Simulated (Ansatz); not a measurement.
We consider L1₀ (CuAu-type) FePt, described by PBE in Ansatz (PAW).

Numerical settings: plane-wave cutoff 500 eV, 20×20×16 k mesh (along the axes of the cell as run), Fermi–Dirac smearing 0.1 eV, spin-polarised with parallel moments, scalar-relativistic PAW data made under PBE.

Cell (relaxed at this level):

```
FePt
1.0
    2.73149     0.00000     0.00000
    0.00000     2.73149     0.00000
    0.00000     0.00000     3.76196
Fe Pt
1 1
Cartesian
  0.00000   0.00000   0.00000
  1.36575   1.36575   1.88098
```

Problem. Predict the magnetic moment (largest site, within a sphere).

Solution. 
magnetic moment (largest site, within a sphere): 2.99 μB

Moments are spin moments.

Spin–orbit coupling is not included.

Static lattice: no zero-point or thermal effects.

Ansatz is a quantum-chemistry and plane-wave program.
